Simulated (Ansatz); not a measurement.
**CdSe: band gap against strain**

CdSe (wurtzite, P6_3mc, 27.112 Å³/atom at rest, c along z) under an equal strain ε along all three axes. LDA in Ansatz, a plane-wave DFT program (PAW, default set), 420 eV, 9×9×5 Γ-centred mesh, Fermi-Dirac smearing 0.05 eV; ions are relaxed within the symmetry of each cell. Gaps are the smallest over the k-mesh and a band path, without spin-orbit coupling; in all rows the valence edge lies at Γ and the conduction edge at Γ.

Here s stands for strain and Eg for gap.

| strain (%) | gap (eV) |
|---|---|
| -3.00 | ? |
| -1.80 | 0.577 |
| -1.20 | 0.539 |
| -0.60 | 0.501 |
| 0.00 | 0.462 |

### Question
Using a straight line, estimate the missing Eg at s = -3.00 from the other rows, showing the fit.

### Answer
Means: s -0.90000, Eg 0.5198. About the means, the sum of products is -0.11490 and the sum of squares of s is 1.8000; the slope is their ratio. Least squares gives Eg = 0.4623 - 0.06383·s. Residuals (row less fit): -0.0002, 0.0001, 0.0004, -0.0003; standard error 0.0004 (degrees of freedom: 2). Over these rows the gap moves by -6.4 ± 0.03 eV per unit strain, or -2.1 eV per unit of ln V. At the withheld row, Eg = 0.4623 - 0.06383 × (-3.0) = 0.6538 eV. The calculation gives 0.654 eV, which the fit meets to the printed digits. The row lies outside the fitted rows, so this is an extrapolation. The fitted rows scatter only by rounding.

Other structures, which can take over under pressure, weren't tried. Spin-orbit coupling is left out, which can shift this property for CdSe. Rows are the converged runs of the series near zero and its far end; series whose fitted rows scatter by over a few per cent of the range, as at a crossing or softening among them, aren't shown in this form. Most that stay on the fit to the last digits aren't either.
